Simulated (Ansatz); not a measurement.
Start from InAgTe2 in the chalcopyrite structure (space group I-42d, No. 122).

```
CELL_PARAMETERS angstrom
     -3.21597     3.21597     6.38292
      3.21597    -3.21597     6.38292
      3.21597     3.21597    -6.38292
ATOMIC_POSITIONS crystal
  In 0.50000 0.50000 0.00000
  In 0.25000 0.75000 0.50000
  Te 0.37500 0.36624 0.49124
  Te 0.63376 0.12500 0.00876
  Te 0.87500 0.88376 0.50876
  Te 0.11624 0.62500 0.99124
  Ag 0.00000 0.00000 0.00000
  Ag 0.75000 0.25000 0.50000
```

Cartesian axes are those of the cell as printed.

Computed with PBEsol, PAW, 420 eV (Ansatz, a first-principles code; scalar-relativistic without spin-orbit coupling).

For the base:

- Pressure = 0.00 GPa
- Shortest interatomic distance = 2.746 Å

Modification: the cell is stretched by 1.50 % along z with no lateral relaxation, atoms relaxed at fixed cell.

Predict the new pressure.

The pressure (mean of the normal stresses, compression positive) goes from zero to -0.65 GPa.

How does this affect the shortest interatomic distance?

The shortest interatomic distance rises by 0.014 Å to 2.760 Å.

How does this affect the energy relative to the base?

The energy grows by 1.3 meV/atom.

The cells carry an imposed strain or load. Stability against distortions was not tested.
